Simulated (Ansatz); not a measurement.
Input:

```yaml
crystal:
  lattice:
    - [0.00000, 2.25490, 2.28865]
    - [2.25490, 0.00000, 2.28865]
    - [2.25490, 2.25490, 0.00000]
  atoms:
    - { symbol: B, position: [0.00000, 0.00000, 0.00000] }
    - { symbol: P, position: [0.25000, 0.25000, 0.25000] }
```

The numbers are results of r2SCAN with spin-orbit coupling, rigid bands (plane waves, PAW; Ansatz, an electronic-structure program), not measurements. Condition of this run: uniaxial stress along [001] of -4 GPa (compression positive) (the target of the relaxation). Cell: cell and atoms relaxed with PBEsol, then loaded as said.

### Question
What conductivity effective mass do dilute holes have at 300 K?

### Answer
0.39 (x), 0.39 (y), 0.30 (z) mₑ.

### Question
What conductivity effective mass do dilute electrons have at 300 K?

### Answer
0.40 (x), 0.40 (y), 0.23 (z) mₑ.

### Question
And the band gap?

### Answer
1.28 eV at this level; semilocal functionals usually fall short of the measured gap.

Rigid bands, one relaxation time for all states, no polarons. Geometry: cell and atoms relaxed with PBEsol.
